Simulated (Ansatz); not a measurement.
# Response to strain in C

The reference is C in the graphite type structure (space group P6_3/mmc, No. 194; a = 2.458 Å, c = 6.563 Å; layered, stacked along the Cartesian z axis). Axes: x lies along a and z along c of the hexagonal cell.

Strains are applied to the cell and any free atomic positions relax; under biaxial strain the out-of-plane vector relaxes too; under stress the whole cell relaxes.

Level of theory: PBEsol-D3(BJ) (Ansatz, an electronic-structure program, PAW, spin-orbit coupling left out).

Notes on the quantities. pressure: mean of the normal stresses, compression positive.

```json
[
 {"variant": "base", "pressure": "0.0 GPa", "volume per atom": "8.59 Å³", "space group": "P6_3/mmc (No. 194)"},
 {"variant": "biaxial strain −4.86 %, plane normal [001], relaxed out of plane", "pressure": "55.0 GPa", "volume per atom": "7.74 Å³", "space group": "P6_3/mmc (No. 194)"},
 {"variant": "biaxial strain +1.48 %, plane normal [001], relaxed out of plane", "pressure": "-12.3 GPa", "volume per atom": "8.86 Å³", "space group": "P6_3/mmc (No. 194)"},
 {"variant": "biaxial strain +3.41 %, plane normal [001], relaxed out of plane", "pressure": "…", "volume per atom": "…", "space group": "P6_3/mmc (No. 194)"},
 {"variant": "isotropic strain −0.63 %", "pressure": "6.0 GPa", "volume per atom": "8.43 Å³", "space group": "P6_3/mmc (No. 194)"},
 {"variant": "isotropic strain +2.20 %", "pressure": "-17.4 GPa", "volume per atom": "9.17 Å³", "space group": "P6_3/mmc (No. 194)"},
 {"variant": "uniaxial strain ε_xx = −1.01 %", "pressure": "4.7 GPa", "volume per atom": "8.50 Å³", "space group": "Cmcm (No. 63)"},
 {"variant": "uniaxial stress, 3 GPa tension along x", "pressure": "–", "volume per atom": "8.61 Å³", "space group": "Cmcm (No. 63)"},
 {"variant": "tensor shear ε_xz = +0.69 %", "pressure": "0.0 GPa", "volume per atom": "8.59 Å³", "space group": "C2/c (No. 15)"},
 {"variant": "uniaxial stress, 0.5 GPa compression along z", "pressure": "–", "volume per atom": "8.48 Å³", "space group": "P6_3/mmc (No. 194)"}
]
```

### Question
Some entries are withheld; estimate them.

### Answer

- biaxial strain +3.41 %, plane normal [001], relaxed out of plane, pressure: -25.5 GPa
- biaxial strain +3.41 %, plane normal [001], relaxed out of plane, volume per atom: 9.23 Å³

The mesh was chosen for an insulator and is coarse for the gapless case. Beyond what the load breaks, stability against distortions was not tested.
